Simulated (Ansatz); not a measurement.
Input and output of a self-consistent single point for Li (Im-3m, 1 atom in the cell) (Ansatz, a first-principles code).

Method of the run: PBEsol, default PAW files made with PBE (plane waves; Ansatz).

The change in words: lattice scaled by 0.98; basis.ecutwfc: 420 eV → 190 eV. Reference geometry:
```yaml
crystal:
  lattice:
    - [-1.75023, 1.75023, 1.75023]
    - [1.75023, -1.75023, 1.75023]
    - [1.75023, 1.75023, -1.75023]
  atoms:
    - { symbol: Li, position: [0.00000, 0.00000, 0.00000] }
```

Reference input (self-consistent single point, DFT, PBEsol, plane waves, default PAW files made with PBE): basis.ecutwfc = 420 eV; kpoints.mp_grid.grid = 13 13 13; hamiltonian.xc = pbesol; hamiltonian.pseudopotentials = {kind: paw} (the program's default PAW files); scf.occupations.method = gaussian; scf.occupations.width = 0.1 eV. This run's input differs from it in these lines:

Ansatz 0.2 input:
```diff
@@ -3,5 +3,5 @@
   lattice:
-    - [-1.75023500, 1.75023500, 1.75023500]
-    - [1.75023500, -1.75023500, 1.75023500]
-    - [1.75023500, 1.75023500, -1.75023500]
+    - [-1.71523000, 1.71523000, 1.71523000]
+    - [1.71523000, -1.71523000, 1.71523000]
+    - [1.71523000, 1.71523000, -1.71523000]
   atoms:
@@ -9,3 +9,3 @@
 basis:
-  ecutwfc: 420.0 eV
+  ecutwfc: 190.0 eV
 kpoints:
```

Log, with long lists cut:

```
SCF iter   1: F=—  HF=-202.660303 eV  |F-HF|=—  |Δ(HF+E_count)|=         —  Δρ=4.52e-3  dr2=8.52e-4  ethr=1.77e-3  ⟨swp⟩=3.6  Hψ=3704  notcnv=0
all-band conjugate gradients solve this SCF's bands
preconditioner: auto → none
SCF iter   2: F=—  HF=-202.647728 eV  |F-HF|=—  |Δ(HF+E_count)|=   1.26e-2  Δρ=1.54e-3  dr2=7.14e-5  ethr=2.84e-5  ⟨swp⟩=2.3  Hψ=1304  notcnv=0
   [... lines left out ...]
SCF iter   4: F=-202.645321 eV  HF=-202.645320 eV  |F-HF|=6.00e-9  |Δ(HF+E_count)|=   3.32e-5  Δρ=8.14e-6  dr2=7.31e-9  ethr=1.85e-7  ⟨swp⟩=1.5  Hψ=519  notcnv=0  defer=1
iter 5 did not close the SCF: its close was put off for the readings that it lacked (scf_convergence_deferred on its scf_iter line)
SCF iter   5: F=-202.645321 eV  HF=-202.645321 eV  |F-HF|=3.99e-11  |Δ(HF+E_count)|=   6.20e-9  Δρ=7.00e-7  dr2=6.99e-11  ethr=2.44e-10  ⟨swp⟩=1.3  Hψ=511  notcnv=0  defer=1
SCF iter   6: F=-202.645321 eV  HF=-202.645321 eV  |F-HF|=2.84e-14  |Δ(HF+E_count)|=  4.16e-11  Δρ=1.03e-8  dr2=8.96e-15  ethr=2.33e-12  ⟨swp⟩=1.8  Hψ=1582  notcnv=0
SCF 1 converged in 6 iterations: F = -202.645321 eV  dr2 = 8.96e-15
Free energy (F): -202.645321 eV
Internal energy: -202.643196 eV  (E = F + TS)
E sigma→0 (E₀):  -202.644258 eV
Entropy (-TS):   -0.002125 eV (-2.125 meV/atom)
Fermi energy:    1.105329 eV
--- Forces (eV/Å), atoms counted from 1 ---
  atom   1  Li     0.00000000     0.00000000     0.00000000
--- Stress (GPa, compression-positive) ---
        0.180160       0.000000      -0.000000
        0.000000       0.180160       0.000000
        0.000000       0.000000       0.180160
  P = ⅓ Tr σ = 0.1802 GPa (1.802 kbar)
  The stress holds the Pulay correction. Without it, at fixed plane waves, as pw.x and ABINIT print it: P = -13.3008 GPa
```

The run converged in 6 iterations. Against the reference run the free energy goes up by 352 meV/atom and the pressure goes from -0.74 to 0.18 GPa.

The starting cell has typed, rounded lattice constants, without a prior relaxation at this level. Its lattice was rescaled by up to half a per cent. For this run, on top of that: lattice scaled by 0.98. Ansatz's pressure includes its estimate of the finite-basis (Pulay) stress. Without the estimate this run gives -13.30 GPa. The cutoff lies below the one recommended for these files.
